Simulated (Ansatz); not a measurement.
GaAs, response to strain

The reference is GaAs in the zinc blende structure (space group F-43m, No. 216; a = 5.6028 Å). Axes: x, y, z lie along the cube axes.

Strains are applied to the cell and any free atomic positions relax.

The values are results of LDA (Ansatz, an electronic-structure program, PAW, no SOC), not measurements.

Notes on the quantities. energy relative to the base: free energy F; pressure: mean of the normal stresses, compression positive.

```tsv
change	band gap	shortest interatomic distance	energy relative to the base	pressure
base	0.49 eV	2.426 Å	0 meV/atom	0.01 GPa
tensor shear ε_xy = +1.43 %	0.36 eV	2.416 Å	+3.3 meV/atom	0.04 GPa
tensor shear ε_xy = +1.71 %	0.33 eV	2.414 Å	+4.7 meV/atom	0.05 GPa
tensor shear ε_xy = +1.14 %	0.39 eV	2.418 Å	+2.1 meV/atom	0.03 GPa
tensor shear ε_xy = +0.86 %	0.41 eV	2.420 Å	+1.2 meV/atom	0.02 GPa
tensor shear ε_xy = +2.00 %	0.29 eV	2.412 Å	+6.4 meV/atom	0.06 GPa
```

Semilocal Kohn–Sham gaps tend to fall short of experiment. Whether these cells are dynamically stable was not tested. The zero or small gap of GaAs under tensor shear ε_xy = +2.00 % can change with the level of theory.
